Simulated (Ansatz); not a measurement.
Functionals compared on a constructed model of the (0001) surface of hcp Ti, a pseudomorphic layer of Mo in the host's stacking (bottom of the slab: a bare face, its two planes held), in Ansatz (plane waves, PAW). The structure was relaxed with PBE; the other rows are single points on it. Cutoff 420 eV (500 eV for r2SCAN).

Model: 7-atom slab, 14.4 Å thick at the start, 15x15x1 mesh, Fermi-Dirac 0.1 eV, dipole correction, 2 atoms held, the rest relaxed; symmetry of the start imposed; no spin, no spin-orbit, no U. It is one candidate, not shown to be the stable structure of the face. These notes are the PBE run's.

```csv
functional,work function of the top face (eV),rough cost of the single point
PBE,4.77,–
RPBE,4.63,about 30 core-seconds (a rough figure)
r2SCAN,(withheld),roughly 50 core-seconds
```

Some entries are withheld; supply them.


- r2SCAN, work function of the top face (eV): 4.83

Ansatz is a first-principles code.
